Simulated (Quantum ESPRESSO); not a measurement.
**Convergence test for LiF (Fm-3m, 2 atoms in the cell)**

```yaml
crystal:
  lattice:
    - [-2.01701, 0.00000, 2.01701]
    - [0.00000, 2.01701, 2.01701]
    - [-2.01701, 2.01701, 0.00000]
  atoms:
    - { symbol: Li, position: [0.00000, 0.00000, 0.00000] }
    - { symbol: F, position: [0.50000, 0.50000, 0.50000] }
```

Method of the run: PBE, SSSP 1.1.2 efficiency (PBE) pseudopotentials (plane waves; Quantum ESPRESSO).

The starting cell comes from a database of computed structures (which also holds hypothetical and non-ambient phases and stackings), without a prior relaxation at this level. Its lattice was rescaled by a random factor within 2.5 % of one.

Held fixed: occupations = fixed; potentials = {Li: li_pbe_v1.4.uspp.F.UPF, F: f_pbe_v1.4.uspp.F.UPF}; K_POINTS = automatic 11 11 11 0 0 0; nbnd = 9; conv_thr = 1e-10 Ry; mixing_beta = 0.7. Moved along with it: ecutrho.

ΔF is the free energy per atom less that of the last row (80 Ry).

```csv
ecutwfc,ΔF (meV/atom),pressure (GPa),gap on the mesh (eV),plane waves,iterations
16 Ry,7616.2,-438.12,8.509,129,9
20 Ry,2573.7,-188.40,8.956,178,9
24 Ry,804.3,-72.99,8.962,229,9
28 Ry,___,-24.95,9.035,291,8
32 Ry,57.5,-7.10,9.031,346,8
36 Ry,___,-0.71,9.025,416,8
40 Ry,1.99,1.24,9.025,495,8
46 Ry,0.60,1.68,9.027,595,8
52 Ry,0.48,1.66,9.026,725,8
60 Ry,0.32,1.67,9.026,893,8
70 Ry,0.22,1.66,9.026,1113,9
80 Ry,0.00,1.66,9.026,1363,9
```

### Question
What belongs in the gaps?

### Answer

- 28 Ry, ΔF (meV/atom): 224.8
- 36 Ry, ΔF (meV/atom): 11.9
